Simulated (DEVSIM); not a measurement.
System: Schottky contact on n-type InP, at 300 K.

Layer 1 from the left is InP, thickness (μm) 7.10, Nd (cm⁻³) 1.7e15, τn (s) 4.7e-10, τp (s) 4.7e-10.

Left contact: Schottky, work function 5.22 eV, emission velocity 6.3e6 cm/s. Right contact: ohmic. Voltage is applied to the left contact. Recombination: SRH at mid-gap, radiative, Auger. Mobility is constant in doping.

The device is made up for the run: typed textbook-type constants, with dimensions and the other settings drawn at random. Values at 300 K.

InP: gap (eV) 1.344, affinity (eV) 4.38, permittivity 12.5, Nc (cm⁻³) 5.7e17, Nv (cm⁻³) 1.1e19, μn (cm²/Vs) 5200, μp (cm²/Vs) 170, B (cm³/s) 1.2e-10, Cn (cm⁶/s) 9e-31, Cp (cm⁶/s) 9e-31.

Model (solved in DEVSIM): 1D drift-diffusion, Boltzmann statistics, complete ionisation; no tunnelling, impact ionisation, image-force lowering or self-heating. Metal contacts follow the ideal Schottky-Mott rule: no Fermi-level pinning, no interface dipoles.

Dark forward current:

```csv
|V| (V),|J| (A/cm²)
0.05,4.694e-8
0.10,2.722e-7
0.15,1.589e-6
0.20,1.004e-5
0.25,6.651e-5
0.30,0.0004503
0.35,0.003073
0.40,0.02100
0.45,0.1429
0.50,0.9548
0.55,5.838
0.60,26.22
0.65,72.19
0.70,137.7
0.75,214.3
0.80,297.2
0.85,384.1
0.90,473.5
0.95,564.8
1.00,657.4
1.05,751.1
1.10,845.6
1.15,940.8
1.20,1037
1.25,1133
1.30,1229
```

Question: Work out the local ideality factor n = ΔV / (kT/q · ln(J2/J1)) between the rows 0.15 and 0.20 V, 0.35 and 0.40 V, 1.25 and 1.30 V.

Answer: kT/q = 25.85 mV. From 0.15 to 0.20 V: ln(1.004e-5/1.589e-6) = 1.843, n = 1.05, near the 1 of diffusion or emission over a barrier. From 0.35 to 0.40 V: ln(0.02100/0.003073) = 1.922, n = 1.01, near the 1 of diffusion or emission over a barrier. From 1.25 to 1.30 V: ln(1229/1133) = 0.081, n = 23.78; the layers' resistance at their doping, Σ W/(qμN) = 0.00050 Ω cm², would take 48 mV of this step of 50 mV.

Question: Estimate the current at 0.30 V for emission alone, J0 = q v N_band exp(−φB/kT), and read the barrier back from the simulated current.

Answer: φB = 0.840 eV, N_band = 5.70e17 cm⁻³, J0 = 4.44e-9 A/cm²; J = J0 (exp(qV/kT) − 1) = 0.000487 A/cm². The simulation gives 0.000450 A/cm²; the estimate lies 8.2 % above. Read backwards, the simulated current gives an apparent barrier of 0.842 eV. The estimate leaves out transport through the depletion region and minority injection.
